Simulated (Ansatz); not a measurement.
SrTiO$_{3}$ (Pm-3m), r2SCAN with spin-orbit coupling, rigid bands (Ansatz, a program for electronic structure): N_v = 2.54e20 cm⁻³ at 300 K and a hole conductivity mass of 1.86 mₑ.

Q: For 1e16 holes per cm³ at 300 K, place the Fermi level, estimate the Seebeck coefficient of a parabolic band with constant τ, and give mobility and conductivity for τ = 5 fs.

A: The level lies k_BT ln(N_v/p) = 0.262 eV above the valence-band maximum. S ≈ +(k_B/e)[ln(N_v/p) + 5/2] = 1089 μV/K, against 1112 μV/K from the full bands (mean over directions). μ = eτ/m = 4.73 cm²/(V·s) and σ = peμ = 0.00758 S/cm. τ is assumed, not computed.

Band transport and this doping are assumed; polarons and phonon drag are left out.
